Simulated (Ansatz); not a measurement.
Ansatz (a quantum-chemistry and plane-wave program) run on CaPbF₆ (I4mm, 8 atoms in the cell): self-consistent single point

Method of the run: LDA (PW92), default PAW files made with PBE (plane waves; Ansatz).

Input as run:

Ansatz 0.2 input:
```yaml
# CaPbF6
crystal:
  lattice:
    - [0.00000000, 4.32993600, 4.32993600]
    - [4.32993600, 0.00000000, 4.32993600]
    - [4.32993600, 4.32993600, 0.00000000]
  atoms:
    - { symbol: Ca, position_ang: [4.32993600, 4.32993600, 4.37993810] }
    - { symbol: Pb, position_ang: [0.00000000, 0.00000000, 0.00000000] }
    - { symbol: F, position_ang: [4.32993600, 4.32993600, 6.58254190] }
    - { symbol: F, position_ang: [4.32993600, 4.32993600, 2.07733010] }
    - { symbol: F, position_ang: [6.58254190, 4.32993600, 4.32993600] }
    - { symbol: F, position_ang: [2.07733010, 4.32993600, 4.32993600] }
    - { symbol: F, position_ang: [4.32993600, 6.58254190, 4.32993600] }
    - { symbol: F, position_ang: [4.32993600, 2.07733010, 4.32993600] }
basis:
  ecutwfc: 420.0
kpoints:
  mp_grid: { grid: [5, 5, 5] }
hamiltonian:
  xc: lda
  pseudopotentials: { kind: paw }
scf:
  occupations: { method: fermi_dirac, width: 0.01 }
output:
  forces: true
  eigenvalues: true
  stress: true
```

Output (repeated stretches shortened):

```
WARN ansatz: RAYON_NUM_THREADS=1 ignored (pool sized by the plan → 1); use --threads N
Pseudopotentials: kind: paw
Pseudopotential: Ca, paw, valence charge 10
Pseudopotential: Pb, paw, valence charge 14
Pseudopotential: F, paw, valence charge 7
Crystal: 8 atoms, lattice volume = 162.358 Å³
Basis set: ecut = 420 eV, 3143 PW (Γ)
Bands: 41, of which v1, the nominal top of the filled ones, is band 33 counted from 1 (32 counted from 0)
Symmetry: 8 space group operations
Space group: I4mm (ITA 107), of the structure as read, at distance tolerance 5.5e-5 Å
k-points: 18 of 125 (time reversal used)
PAW frozen core: Ca, regenerated for the run's functional, and the local potential with it
PAW frozen core: Pb, regenerated for the run's functional, and the local potential with it
PAW frozen core: F, regenerated for the run's functional, and the local potential with it
Initial density: superposition of atomic densities (neutral atoms: chi_scale 0, normalization atom), corrected by the library's trained network
Initial wavefunctions: pseudopotential atomic-orbital guess
Eigensolver: davidson
Functional: x = slater, c = lda
SCF iter   1: F=—  HF=-18141.868649 eV  |F-HF|=—  |Δ(HF+E_count)|=         —  Δρ=1.55e-2  dr2=2.85e-1  ethr=1.77e-3  ⟨swp⟩=9.8  Hψ=3924  notcnv=0
all-band conjugate gradients solve this SCF's bands
preconditioner: auto → Resta (q_TF=auto, 2.348 Å⁻¹)
SCF iter   2: F=—  HF=-18141.794364 eV  |F-HF|=—  |Δ(HF+E_count)|=   7.43e-2  Δρ=4.82e-3  dr2=1.33e-2  ethr=4.32e-4  ⟨swp⟩=2.1  Hψ=1308  notcnv=0  defer=28
SCF iter   3: F=—  HF=-18141.790153 eV  |F-HF|=—  |Δ(HF+E_count)|=   4.21e-3  Δρ=1.57e-3  dr2=2.25e-3  ethr=2.01e-5  ⟨swp⟩=3.1  Hψ=1301  notcnv=0  defer=28
SCF iter   4: F=—  HF=-18141.789521 eV  |F-HF|=—  |Δ(HF+E_count)|=   6.32e-4  Δρ=2.95e-4  dr2=1.05e-4  ethr=3.42e-6  ⟨swp⟩=2.0  Hψ=1240  notcnv=0  defer=28
SCF iter   5: F=—  HF=-18141.789533 eV  |F-HF|=—  |Δ(HF+E_count)|=   1.15e-5  Δρ=1.35e-4  dr2=1.86e-5  ethr=1.60e-7  ⟨swp⟩=2.1  Hψ=1056  notcnv=0  defer=28
SCF iter   6: F=—  HF=-18141.789646 eV  |F-HF|=—  |Δ(HF+E_count)|=   1.13e-4  Δρ=3.40e-5  dr2=1.45e-6  ethr=2.81e-8  ⟨swp⟩=2.0  Hψ=1274  notcnv=0  defer=28
SCF iter   7: F=—  HF=-18141.789647 eV  |F-HF|=—  |Δ(HF+E_count)|=   8.43e-7  Δρ=6.51e-6  dr2=1.27e-7  ethr=2.20e-9  ⟨swp⟩=2.0  Hψ=1074  notcnv=0  defer=28
SCF iter   8: F=-18141.789647 eV  HF=-18141.789647 eV  |F-HF|=4.21e-8  |Δ(HF+E_count)|=   4.02e-7  Δρ=2.66e-6  dr2=1.64e-8  ethr=1.52e-10  ⟨swp⟩=10.4  Hψ=3027  notcnv=0
SCF 1 converged in 8 iterations: F = -18141.789647 eV  dr2 = 1.64e-8
SCF converged after 8 iterations
Free energy (F): -18141.789647 eV
Harris-Foulkes:  -18141.789647 eV  (|F-HF|=4.21e-8)
Internal energy: -18141.789647 eV  (E = F + TS)
E sigma→0 (E₀):  -18141.789647 eV
Fermi energy:    0.040782 eV
--- Per-component energies (eV) ---
  E_band       = -695.651399
  E_kinetic    = 1795.461473
  E_local      = -7365.821365  (includes V_loc(G=0)·N_el)
  E_nonlocal   = 882.145431
  E_hartree    = 2859.531287
  E_xc         = -813.083170
  E_vxc        = -898.381850  (∫ρ·V_xc dr)
  E_paw        = -12058.774909  (= ΣΔE_a)
  E_vpaw       = -828.136224  (= ΣTr[D̂ρ^β])
  E_aug_tail   = 0.012196  (compensation charges beyond the density's cutoff)
  E_ewald      = -3442.145554
  E_core_change = 0.884962  (= ΣΔE_core)
  E_smearing   = -0.000000  (= −TS)
  E_closure    = -0.000000  (closes the sum)
  Σ components = -18141.789647   (vs F -18141.789647, Δ=0.00e0)
--- Forces (eV/Å), atoms counted from 1 ---
  atom   1  Ca    -0.00000000     0.00000000    -0.34076763
  atom   2  Pb    -0.00000000     0.00000000     0.20254525
  atom   3  F     -0.00000000    -0.00000000     0.15784468
  atom   4  F      0.00000000     0.00000000    -0.00655148
  atom   5  F      0.05769914     0.00000000    -0.00326004
  atom   6  F     -0.05769914     0.00000000    -0.00326004
  atom   7  F      0.00000000     0.05769914    -0.00326004
  atom   8  F      0.00000000    -0.05769914    -0.00326004
  max |Σ_I F_I| component: 3.07e-5 eV/Å
--- Stress (GPa, compression-positive) ---
       -3.332158       0.000000       0.000000
        0.000000      -3.332158       0.000000
        0.000000       0.000000      -3.210329
  P = ⅓ Tr σ = -3.2915 GPa (-32.915 kbar)
  The stress holds the Pulay correction. Without it, at fixed plane waves, as pw.x and ABINIT print it: P = -3.9224 GPa
--- Band table (eV; the first three rows and the last of 18) ---
  k-point 0: bands = ["-37.0583", "-21.4836", "-21.3489", "-21.2713", "-21.2024", "-21.2024", "-21.1132", "-18.0941", "-18.0941", "-18.0909", "-15.1571", "-15.1571", "-15.1569", "-14.8073", "-14.8071", "-7.7769", "-4.2740", "-4.2704", "-4.2704", [...]
  k-point 1: bands = ["-37.0583", "-21.5364", "-21.4091", "-21.3688", "-21.1239", "-21.0909", "-21.0505", "-18.1262", "-18.1246", "-18.1150", "-15.1569", "-15.1569", "-15.1567", "-14.7804", "-14.7802", "-7.6835", "-4.4052", "-4.3615", "-4.3599", [...]
  k-point 2: bands = ["-37.0582", "-21.5976", "-21.4694", "-21.4404", "-21.0338", "-20.9959", "-20.9723", "-18.1779", "-18.1759", "-18.1524", "-15.1566", "-15.1565", "-15.1563", "-14.7376", "-14.7375", "-7.5163", "-4.6353", "-4.4922", "-4.4890", [...]
  k-point 17: bands = ["-37.0582", "-21.4991", "-21.3925", "-21.3689", "-21.1284", "-21.1168", "-21.0922", "-18.1248", "-18.1186", "-18.0876", "-15.1568", "-15.1560", "-15.1560", "-14.8109", "-14.7805", "-7.6512", "-4.3508", "-4.3115", "-4.1546", [...]
```

The run converged in 8 iterations.

The starting cell comes from a database of computed structures (which also holds hypothetical and non-ambient phases and stackings), without a prior relaxation at this level. Its lattice was rescaled by up to half a per cent. One atom was moved a little off its site on purpose. Spin-orbit coupling is off. With a pressure of about -3 GPa the cell is away from its equilibrium volume at this level. Ansatz's pressure includes its estimate of the finite-basis (Pulay) stress. Without the estimate this run gives -3.92 GPa.
